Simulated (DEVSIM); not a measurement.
Structure: Ni/SiO2/n-Si capacitor, at 300 K.

Layer 1 from the left is SiO2, thickness (nm) 35.0. Layer 2 from the left is Si, thickness (nm) 1100, Nd (cm⁻³) 2.8e16.

Metal gate on the left, work function 5.1 eV. Fixed charge at the semiconductor interface -1.8e11 cm⁻² (in units of +e); no interface traps.

Constants are typed, rounded textbook-type inputs, not results; the design itself was drawn at random and stands for no fabricated device. Values at 300 K.

SiO2: gap (eV) 9, affinity (eV) 0.9, permittivity 3.9. Si: gap (eV) 1.124, affinity (eV) 4.05, permittivity 11.7, Nc (cm⁻³) 2.86e19, Nv (cm⁻³) 3.1e19.

Model (solved in DEVSIM): 1D Poisson equation in equilibrium, Boltzmann statistics, complete ionisation; no quantum confinement or tunnelling. Metal contacts follow the ideal Schottky-Mott rule: no Fermi-level pinning, no interface dipoles.

Q: What does the simulation give for the flat-band voltage, the minimum of the low-frequency capacitance?

A: flat-band voltage 1.16 V; minimum of the low-frequency capacitance 0.0380 μF/cm².
